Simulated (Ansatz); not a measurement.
Start from ZnS in the wurtzite structure (space group P6_3mc, No. 186).

```xyz
4
Lattice="3.7822 0.0000 0.0000 -1.8911 3.2755 0.0000 0.0000 0.0000 6.2077" Properties=species:S:1:pos:R:3 pbc="T T T"
Zn     0.0000     2.1836     0.0026
Zn     1.8911     1.0918     3.1064
S      0.0000     2.1836     2.3253
S      1.8911     1.0918     5.4291
```

Cartesian axes are those of the cell as printed.

Level of theory: plane-wave PAW DFT at the PBEsol level (Ansatz, a first-principles code, 420 eV), spin-orbit coupling left out.

For the base:

| Item | Value |
|---|---|
| Pressure | 0.00 GPa |
| Width of the top valence band | 2.23 eV |
| Band gap | 2.15 eV |

Now apply this change: biaxial strain −0.60 %, plane normal [001], relaxed out of plane (Cartesian); in-plane vectors clamped, the third vector and the atoms free.

Problem. How does this affect the out-of-plane strain, pressure, width of the top valence band and band gap?

Solution. The out-of-plane strain amounts to +0.37 %; the pressure (mean of the normal stresses, compression positive) goes from zero to 0.64 GPa; the width of the top valence band increases by 0.050 eV to 2.29 eV; the band gap is nearly the same (2.15 eV against 2.16 eV).

No phonon test of stability was made.
